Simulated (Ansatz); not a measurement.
**Hf: pressure 22.5 GPa**

Base system: Hf in the hcp (Mg type) structure (space group P6_3/mmc, No. 194; a = 3.118 Å, c = 4.946 Å).

Now apply this change: a hydrostatic pressure of 22.5 GPa.

Calculations: LDA/PAW in Ansatz (a first-principles code), no spin-orbit coupling. Settings: 17×17×10 k-points, 0.05 eV Fermi–Dirac smearing.

| quantity | base | changed | shift |
|---|---|---|---|
| volume per atom | 20.82 Å³ | 17.99 Å³ | -2.83 Å³ |
| density | 14.24 g/cm³ | 16.48 g/cm³ | +2.24 g/cm³ |
| lattice parameter a | 3.118 Å | 2.957 Å | -0.161 Å |
| c/a ratio | 1.586 | 1.606 | +0.020 |
| shortest interatomic distance | 3.059 Å | 2.925 Å | -0.134 Å |
| enthalpy H = E + PV relative to the base's energy | – | +2.70 eV/atom | – |
| band gap | zero | zero | – |

Final structure:

```
CELL_PARAMETERS angstrom
      2.95723     0.00000     0.00000
     -1.47862     2.56104     0.00000
      0.00000     0.00000     4.74964
ATOMIC_POSITIONS crystal
  Hf 0.66667 0.33333 0.75000
  Hf 0.33333 0.66667 0.25000
```

Load acts through the strain it causes; cell and atoms are relaxed under it. No phonon test of stability was made. No other phases were tried under pressure. All final runs are without spin polarisation.
